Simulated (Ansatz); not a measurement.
**How far a parabola holds: energy against volume of cubic perovskite KCdF3**

System: cubic perovskite KCdF3. Method: PBEsol (Ansatz, a quantum-chemistry and plane-wave program, PAW). Settings: plane-wave cutoff 520 eV, 8×8×8 k mesh, Fermi–Dirac smearing 0.01 eV, scalar-relativistic PAW data made under PBE. The cell has no free parameter but its volume, all volumes share cutoff and mesh, and the runs aren't spin-polarised. Energies are free energies at the run's smearing, counted from the lowest row; static lattice.

```csv
V (Å³/atom),E (meV/atom)
15.852,?
16.189,5.73
16.527,1.39
16.864,0.00
17.201,1.24
17.538,4.82
```

Fit E of the 5 rows that show it with a parabola. With u = V - 16.9, the rows have u = -0.7110, -0.3730, -0.0360, 0.3010, 0.6380. Least squares gives E = -0.007 + 0.2600·u + 11.5966·u². Residuals (row less fit): 0.060, -0.119, 0.001, 0.118, -0.059; standard error 0.133 (degrees of freedom: 2). The fitted curve has its minimum at V = 16.9, where E = -0.01. Its curvature is d²E/dV² = 2 × 11.5966 meV/Å⁶, so B = V0·d²E/dV² × 0.1602 = 62.8 GPa.

Problem. What does the fit predict for E at V = 15.852, and how far is the calculated value from it?

Solution. u = -1.0480, so E = -0.007 + 0.2600 × (-1.0480) + 11.5966 × (-1.0480)² = 12.457 meV/atom. The calculation gives 13.40 meV/atom, 0.943 meV/atom above the prediction (7.0 % of the range of E in the table). The row lies outside the fitted rows, so this is an extrapolation. From the scatter of the fitted rows alone, a prediction at this place has a standard error of 0.314 meV/atom, so the miss is 3.0 times that.

The residuals are curvature that a parabola lacks, not noise. A solid that stiffens under compression and softens on expansion lies above the parabola at the compressed end and under it at the expanded end, as this row does. A third-order Birch-Murnaghan fit to the whole scan has B0 = 62.3 GPa. Only scans are tabulated whose curvature falls smoothly with volume, and where the parabola meets the shown rows within 5 % of their range and misses the end by 0.1 meV or more.

Note: the relaxation could not lower the start's symmetry, so the cell can be a saddle point above a distorted one.
